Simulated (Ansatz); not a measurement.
The reference is TiAl (space group P4/mmm, No. 123; a = 2.7973 Å, c = 4.0323 Å).

The change: every Al is replaced by B; the structure is relaxed again.

Levels (all Ansatz, a program for electronic structure, PAW): PBEsol (420 eV, no SOC); r2SCAN (500 eV, scalar-relativistic without spin-orbit coupling).

The geometry is relaxed with PBEsol.

* **PBEsol pressure**: 0.0 GPa

Problem. What does r2SCAN give at this geometry for the pressure?

Solution. The pressure goes from zero to 4.8 GPa.

Single points use the geometry relaxed with PBEsol. Their cutoffs differ, which shifts pressures a little. Whether these cells are dynamically stable was not tested. As relaxed here, TiB is a hypothetical phase, not in the database extracts checked. All final runs are without spin polarisation. An odd electron count without spin: TiB and TiAl.
